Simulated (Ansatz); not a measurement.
We consider CsCl-type NiAl, described by Hartree–Fock in Ansatz (PAW).

Run with plane-wave cutoff 460 eV, 10×10×10 k mesh, Fermi–Dirac smearing 0.05 eV, no spin polarisation, scalar-relativistic PAW data made under PBE.

A third-order Birch–Murnaghan fit to the energies gives V0 = 12.206 Å³/atom, B0 = 145 GPa, B′ = 4.5.

| V (Å³/atom) | P (GPa) |
|---|---|
| 11.523 | (withheld) |
| 11.775 | (withheld) |
| 12.129 | 0.77 |
| 12.432 | (withheld) |
| 12.736 | (withheld) |

Estimate the withheld pressures from this fit; the answers are the runs' own values.


- 11.523, P (GPa): 9.39
- 11.775, P (GPa): 5.51
- 12.432, P (GPa): -2.73
- 12.736, P (GPa): -5.77

The formula P = (3/2) B0 (x^(7/3) − x^(5/3)) [1 + (3/4)(B′ − 4)(x^(2/3) − 1)] with x = V0/V meets the computed pressures within 0.18 GPa when these rounded values are put in.

Measured, for comparison: bulk modulus 156 GPa (room temperature, no zero-point or thermal correction; as tabulated in Yamada et al. (2019), arXiv:1910.09660); equilibrium volume per atom 11.97 Å³/atom (extrapolated to 0 K, zero-point anharmonic expansion removed (Haas, Tran, Blaha 2009); as tabulated in Levämäki et al. (2014), arXiv:1402.3671). Computed (rounded) less measured: bulk modulus -7 %, equilibrium volume per atom +2.0 %.

Note: the run has no spin polarisation, so it can have missed a magnetic state.

Cost on a shared machine: around 22 core-minutes (rough).

Ansatz is an electronic-structure program.
